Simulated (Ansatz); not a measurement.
Worked example: self-consistent single point of Mg2TeS (R3m, 4 atoms in the cell) in Ansatz (a program for electronic structure).

Method of the run: PBEsol, default PAW files made with PBE (plane waves; Ansatz).

```yaml
crystal:
  lattice:
    - [2.15477, 1.24406, 7.08151]
    - [-2.15477, 1.24406, 7.08151]
    - [0.00000, -2.48811, 7.08151]
  atoms:
    - { symbol: Mg, position: [0.99072, 0.99072, 0.99072] }
    - { symbol: Mg, position: [0.51005, 0.51005, 0.51005] }
    - { symbol: Te, position: [0.12309, 0.12309, 0.12309] }
    - { symbol: S, position: [0.62611, 0.62611, 0.62611] }
```

Reference input (self-consistent single point, DFT, HSE06, plane waves, default PAW files made with PBE): basis.ecutwfc = 420 eV; kpoints.mp_grid.grid = 4 4 4; hamiltonian.xc = hse06; hamiltonian.pseudopotentials = {kind: paw} (the program's default PAW files); scf.occupations.method = fixed. This run's input differs from it in these lines:

Ansatz 0.2 input:
```diff
@@ -15,3 +15,3 @@
 hamiltonian:
-  xc: hse06
+  xc: pbesol
   pseudopotentials: { kind: paw }
```

Output (repeated stretches shortened):

```
SCF iter   1: F=—  HF=-11614.693760 eV  |F-HF|=—  |Δ(HF+E_count)|=         —  Δρ=2.64e-3  dr2=1.38e-2  ethr=1.77e-3  ⟨swp⟩=5.0  Hψ=1304  notcnv=0  defer=38
all-band conjugate gradients solve this SCF's bands
preconditioner: auto → Resta (q_TF=auto, 2.310 Å⁻¹)
SCF iter   2: F=—  HF=-11614.686897 eV  |F-HF|=—  |Δ(HF+E_count)|=   6.86e-3  Δρ=1.17e-3  dr2=2.30e-3  ethr=3.29e-5  ⟨swp⟩=2.5  Hψ=611  notcnv=0  defer=39
   [... lines left out ...]
SCF iter   4: F=—  HF=-11614.686231 eV  |F-HF|=—  |Δ(HF+E_count)|=   1.67e-5  Δρ=1.36e-4  dr2=4.00e-5  ethr=3.55e-7  ⟨swp⟩=2.0  Hψ=573  notcnv=0  defer=39
SCF iter   5: F=—  HF=-11614.686253 eV  |F-HF|=—  |Δ(HF+E_count)|=   2.17e-5  Δρ=3.50e-5  dr2=1.25e-6  ethr=9.53e-8  ⟨swp⟩=2.0  Hψ=418  notcnv=0  defer=25
SCF iter   6: F=—  HF=-11614.686254 eV  |F-HF|=—  |Δ(HF+E_count)|=   9.55e-7  Δρ=1.16e-5  dr2=1.56e-7  ethr=2.97e-9  ⟨swp⟩=2.0  Hψ=599  notcnv=0  defer=25
SCF iter   7: F=-11614.686254 eV  HF=-11614.686254 eV  |F-HF|=1.04e-8  |Δ(HF+E_count)|=   7.98e-8  Δρ=3.50e-6  dr2=1.52e-8  ethr=2.38e-10  ⟨swp⟩=12.1  Hψ=1975  notcnv=0
SCF 1 converged in 7 iterations: F = -11614.686254 eV  dr2 = 1.52e-8
Free energy (F): -11614.686254 eV
Internal energy: -11614.686254 eV  (E = F + TS)
E sigma→0 (E₀):  -11614.686254 eV
Fermi energy:    4.472411 eV
--- Forces (eV/Å), atoms counted from 1 ---
  atom   1  Mg     0.00000000     0.00000000     0.00470334
  atom   2  Mg     0.00000000     0.00000000     0.01710880
  atom   3  Te    -0.00000000     0.00000000    -0.02574236
  atom   4  S      0.00000000     0.00000000     0.00393966
--- Stress (GPa, compression-positive) ---
       -1.203736       0.000000      -0.000000
       -0.000000      -1.203736       0.000000
       -0.000000      -0.000000      -1.362044
  P = ⅓ Tr σ = -1.2565 GPa (-12.565 kbar)
  The stress holds the Pulay correction. Without it, at fixed plane waves, as pw.x and ABINIT print it: P = -1.2659 GPa
```

The run converged in 7 iterations. Against the reference run the pressure goes from -0.93 to -1.26 GPa, the largest force goes from 0.039 to 0.026 eV/Å and the gap on the mesh goes from 2.299 to 1.366 eV.

The starting cell comes from a database of computed structures (which also holds hypothetical and non-ambient phases and stackings), without a prior relaxation at this level. Its lattice was rescaled by a random factor within 2.5 % of one. Spin-orbit coupling is off. Ansatz's pressure includes its estimate of the finite-basis (Pulay) stress.
